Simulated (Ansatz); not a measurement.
Base system: HfS2 in the CdI2 type structure (space group P-3m1, No. 164; layered, stacked along the Cartesian z axis).

```
HfS2
1.0
    3.54747     0.00000     0.00000
   -1.77373     3.07220     0.00000
    0.00000     0.00000     5.57685
Hf S
1 2
Cartesian
  0.00000   0.00000   0.00000
  1.77373   1.02407   1.46055
  0.00000   2.04813   4.11630
```

All numbers come from PBEsol-D3(BJ) in Ansatz (plane waves to 420 eV, PAW, without spin-orbit coupling).

Strains are applied to the cell and any free atomic positions relax.

One change was made to it. Results:

```json
[
 {"quantity": "energy relative to the base (free energy F)", "base": "0 meV/atom", "after": "+0.8 meV/atom"},
 {"quantity": "band gap", "base": "0.45 eV", "after": "0.36 eV"},
 {"quantity": "largest internal atomic displacement", "base": "–", "after": "0.013 Å"},
 {"quantity": "smallest direct gap", "base": "1.50 eV", "after": "1.43 eV"}
]
```

### Question
Which change produced these results?
A) isotropic strain −1.50 %
B) isotropic strain +2.00 %
C) isotropic strain −1.00 %
D) isotropic strain −0.50 %

### Answer
D, isotropic strain −0.50 %. For comparison, the band gap in the other runs: isotropic strain −1.00 % gives 0.28 eV; isotropic strain +2.00 % gives 0.75 eV; isotropic strain −1.50 % gives 0.19 eV.

With Hf present, leaving out spin-orbit coupling can change the band edges. No phonon test of stability was made. The zero or small gap of HfS2 under isotropic strain −1.00 % and HfS2 under isotropic strain −1.50 % can change with the level of theory.

Ansatz is a quantum-chemistry and plane-wave program.
